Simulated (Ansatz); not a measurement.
Take MoTe$_{2}$ in the 2H-MoS2 type structure (space group P6_3/mmc, No. 194; layered, stacked along the Cartesian z axis) as the base.

```cif
data_Mo2Te4
_chemical_formula_sum 'Mo2 Te4'
_space_group_name_H-M_alt 'P63/mmc'
_space_group_IT_number 194
_space_group_name_Hall '-P 6c 2c'
_cell_length_a 3.54214
_cell_length_b 3.54214
_cell_length_c 14.18192
_cell_angle_alpha 90.000
_cell_angle_beta 90.000
_cell_angle_gamma 120.000
loop_
_atom_site_label
_atom_site_type_symbol
_atom_site_symmetry_multiplicity
_atom_site_Wyckoff_symbol
_atom_site_fract_x
_atom_site_fract_y
_atom_site_fract_z
_atom_site_occupancy
Mo1 Mo 2 d 0.66667 0.33333 0.25000 1
Te1 Te 4 f 0.33333 0.66667 0.12347 1
```

Levels (all Ansatz, a quantum-chemistry and plane-wave program, PAW): r2SCAN+rVV10 (500 eV, without spin-orbit coupling); HSE06 (420 eV, no spin-orbit coupling).

The geometry is relaxed with r2SCAN+rVV10.

| Quantity | Result |
|---|---|
| r2SCAN+rVV10 band gap | 0.87 eV |

Q: How does going to HSE06 change the band gap?

A: The band gap grows by 0.32 eV to 1.19 eV.

Single points use the geometry relaxed with r2SCAN+rVV10. HSE06 gaps are upper bounds (no full band path). Spin-orbit coupling, missing from the scalar runs, can matter with Te. No phonon test of stability was made.
